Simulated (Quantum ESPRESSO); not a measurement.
The steps of a band-structure calculation for C (P6_3/mmc, 12 atoms in the cell) with Quantum ESPRESSO.

Level of theory: LDA (PZ), GBRV 1.5 ultrasoft (LDA) pseudopotentials (plane waves; Quantum ESPRESSO).

Step 1 (scf):

```fortran
&CONTROL
  calculation = 'scf',
  prefix = 'scf',
  outdir = './tmp',
  pseudo_dir = './',
  tprnfor = .true.,
  tstress = .true.,
/
&SYSTEM
  ibrav = 0,
  nat = 12,
  ntyp = 1,
  ecutwfc = 40,
  ecutrho = 200,
  occupations = 'smearing',
  smearing = 'gauss',
  degauss = 0.00147,
  nbnd = 30,
/
&ELECTRONS
  conv_thr = 1e-10,
  mixing_beta = 0.4,
/
ATOMIC_SPECIES
C     12.0110  c_lda_v1.2.uspp.F.UPF
ATOMIC_POSITIONS {crystal}
C     0.6666666667    0.3333333333    0.3549400000
C     0.3333333333    0.6666666667    0.6450600000
C     0.3333333333    0.6666666667    0.8549400000
C     0.6666666667    0.3333333333    0.1450600000
C     0.6666666667    0.3333333333    0.0207600000
C     0.3333333333    0.6666666667    0.9792400000
C     0.3333333333    0.6666666667    0.5207600000
C     0.6666666667    0.3333333333    0.4792400000
C     0.0000000000    0.0000000000    0.6868500000
C     0.0000000000    0.0000000000    0.3131500000
C     0.0000000000    0.0000000000    0.1868500000
C     0.0000000000    0.0000000000    0.8131500000
K_POINTS {automatic}
12 12 3  0 0 0
CELL_PARAMETERS {bohr}
   4.7480505024     0.0000000000     0.0000000000
  -2.3740252512     4.1119323535     0.0000000000
   0.0000000000     0.0000000000    23.4183176159
```

Step 2 (bands):

```fortran
&CONTROL
  calculation = 'bands',
  prefix = 'scf',
  outdir = './tmp',
  pseudo_dir = './',
  verbosity = 'high',
/
&SYSTEM
  ibrav = 0,
  nat = 12,
  ntyp = 1,
  ecutwfc = 40,
  ecutrho = 200,
  occupations = 'smearing',
  smearing = 'gauss',
  degauss = 0.00147,
  nbnd = 36,
/
&ELECTRONS
  conv_thr = 1e-10,
  startingwfc = 'random',
  diago_thr_init = 1.0d-6,
  diagonalization = 'cg',
/
ATOMIC_SPECIES
C     12.0110  c_lda_v1.2.uspp.F.UPF
ATOMIC_POSITIONS {crystal}
C     0.6666666667    0.3333333333    0.3549400000
C     0.3333333333    0.6666666667    0.6450600000
C     0.3333333333    0.6666666667    0.8549400000
C     0.6666666667    0.3333333333    0.1450600000
C     0.6666666667    0.3333333333    0.0207600000
C     0.3333333333    0.6666666667    0.9792400000
C     0.3333333333    0.6666666667    0.5207600000
C     0.6666666667    0.3333333333    0.4792400000
C     0.0000000000    0.0000000000    0.6868500000
C     0.0000000000    0.0000000000    0.3131500000
C     0.0000000000    0.0000000000    0.1868500000
C     0.0000000000    0.0000000000    0.8131500000
K_POINTS {crystal_b}
12
  0.00000000   0.00000000   0.00000000  14  ! G
  0.50000000   0.00000000   0.00000000   8  ! M
  0.33333333   0.33333333   0.00000000  17  ! K
  0.00000000   0.00000000   0.00000000   3  ! G
  0.00000000   0.00000000   0.50000000  14  ! A
  0.50000000   0.00000000   0.50000000   8  ! L
  0.33333333   0.33333333   0.50000000  17  ! H
  0.00000000   0.00000000   0.50000000   1  ! A
  0.50000000   0.00000000   0.50000000   3  ! L
  0.50000000   0.00000000   0.00000000   1  ! M
  0.33333333   0.33333333   0.00000000   3  ! K
  0.33333333   0.33333333   0.50000000   1  ! H
CELL_PARAMETERS {bohr}
   4.7480505024     0.0000000000     0.0000000000
  -2.3740252512     4.1119323535     0.0000000000
   0.0000000000     0.0000000000    23.4183176159
```

Step 3 (bands.x):

```fortran
&BANDS
  prefix = 'scf',
  outdir = './tmp',
  filband = 'bands.dat',
  lsym = .false.,
/
```

Output of bands (abridged):

```
     Atomic positions and unit cell read from directory:
     ./tmp/scf.save/

     Message from routine setup:
     using ibrav=0 with symmetry is DISCOURAGED, use correct ibrav instead
     G-vector sticks info
     --------------------
     sticks:   dense  smooth     PW     G-vecs:    dense   smooth      PW
     Sum         313     253     85                21933    15731    2981

     bravais-lattice index     =            0
   [... lines left out ...]
     unit-cell volume          =     457.2113 (a.u.)^3
   [... lines left out ...]
        k(    3) = (   0.0714286   0.0412393   0.0000000), wk =   0.0222222
   [... 87 lines left out ...]

     Dense  grid:    21933 G-vectors     FFT dimensions: (  24,  24, 108)

     Smooth grid:    15731 G-vectors     FFT dimensions: (  20,  20,  96)

     The potential is recalculated from file :
     ./tmp/scf.save/charge-density

     Band Structure Calculation
     CG style diagonalization

     ethr =  1.00E-06,  avg # of iterations = 30.1

     End of band structure calculation

          k = 0.0000 0.0000 0.0000 (  1967 PWs)   bands (ev):

    -8.2057  -7.4844  -7.4030  -5.2379  -5.1738  -2.4166  -0.2410   3.7527
     3.8301   9.3760   9.3966  10.3708  10.3708  10.8617  10.8617  10.9091
    10.9091  12.1830  12.1830  12.2854  12.2854  13.1109  13.2635  13.2635
    18.6160  18.6160  18.7342  19.7028  19.7028  20.1081  20.1081  20.3933
    20.6898  21.1936  21.1936  21.5609

          k = 0.0357 0.0206 0.0000 (  1957 PWs)   bands (ev):

    -8.1741  -7.4530  -7.3717  -5.2073  -5.1433  -2.3887  -0.2113   3.7761
     3.8535   9.3780   9.3992  10.2033  10.2938  10.7040  10.7476  10.7976
    10.8361  12.0382  12.1340  12.1407  12.2279  13.0581  13.1253  13.2137
    18.6535  18.6917  18.8016  19.6888  19.7877  20.0600  20.1772  20.4762
    20.8132  21.1965  21.3140  21.6567

   [... 88 blocks of this kind left out ...]
```

Output of bands.x (abridged):

```
     Reading xml data from directory:

     ./tmp/scf.save/

     G-vector sticks info
     --------------------
     sticks:   dense  smooth     PW     G-vecs:    dense   smooth      PW
     Sum         313     253     85                21933    15731    2981

     Reading collected, re-writing distributed wavefunctions
     high-symmetry point:  0.0000 0.0000 0.0000   x coordinate   0.0000
     high-symmetry point:  0.5000 0.2887 0.0000   x coordinate   0.5774
     high-symmetry point:  0.3333 0.5774 0.0000   x coordinate   0.9107
     high-symmetry point:  0.0000 0.0000 0.0000   x coordinate   1.5774
     high-symmetry point:  0.0000 0.0000 0.1014   x coordinate   1.6787
     high-symmetry point:  0.5000 0.2887 0.1014   x coordinate   2.2561
     high-symmetry point:  0.3333 0.5774 0.1014   x coordinate   2.5894
     high-symmetry point:  0.0000 0.0000 0.1014   x coordinate   3.2561
     high-symmetry point:  0.5000 0.2887 0.1014   x coordinate   3.2561
     high-symmetry point:  0.5000 0.2887 0.0000   x coordinate   3.3574
     high-symmetry point:  0.3333 0.5774 0.0000   x coordinate   3.3574
     high-symmetry point:  0.3333 0.5774 0.1014   x coordinate   3.4588

     Plottable bands (eV) written to file bands.dat.gnu
     Bands written to file bands.dat

   JOB DONE.
```

The gap along the path is 4.42 eV.

The starting cell comes from a database of computed structures (which also holds hypothetical and non-ambient phases and stackings), without a prior relaxation at this level.
